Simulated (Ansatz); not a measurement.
# Pt, response to strain

Consider Pt in the fcc (Cu type) structure (space group Fm-3m, No. 225; relaxed with 0.1 eV smearing).

```
CELL_PARAMETERS angstrom
      0.00000     1.95989     1.95989
      1.95989     0.00000     1.95989
      1.95989     1.95989     0.00000
ATOMIC_POSITIONS crystal
  Pt 0.00000 0.00000 0.00000
```

Strains are applied to the cell and any free atomic positions relax.

All numbers come from PBEsol in Ansatz (plane waves to 420 eV, PAW, spin-orbit coupling left out).

Notes on the quantities. energy relative to the base: free energy F.

```
change                    energy relative to the base  volume per atom
------------------------  ---------------------------  ---------------
base                                       0 meV/atom         15.06 Å³
isotropic strain −2.50 %                 +84 meV/atom         13.96 Å³
isotropic strain −2.00 %                            ?         14.17 Å³
isotropic strain −1.50 %                 +29 meV/atom         14.39 Å³
isotropic strain −1.00 %                 +13 meV/atom         14.61 Å³
isotropic strain −0.50 %                +3.1 meV/atom         14.83 Å³
isotropic strain +1.00 %                 +12 meV/atom         15.51 Å³
isotropic strain +2.00 %                 +44 meV/atom         15.98 Å³
isotropic strain +2.50 %                 +68 meV/atom         16.21 Å³
isotropic strain +3.00 %                 +95 meV/atom         16.45 Å³
```

Q: Some entries are withheld; estimate them.

A: 
- isotropic strain −2.00 %, energy relative to the base: +53 meV/atom

Stability against distortions was not tested. All final runs are without spin polarisation. Pt lies near a magnetic instability that expansion can trigger; it was not tested.

Ansatz is an electronic-structure program.
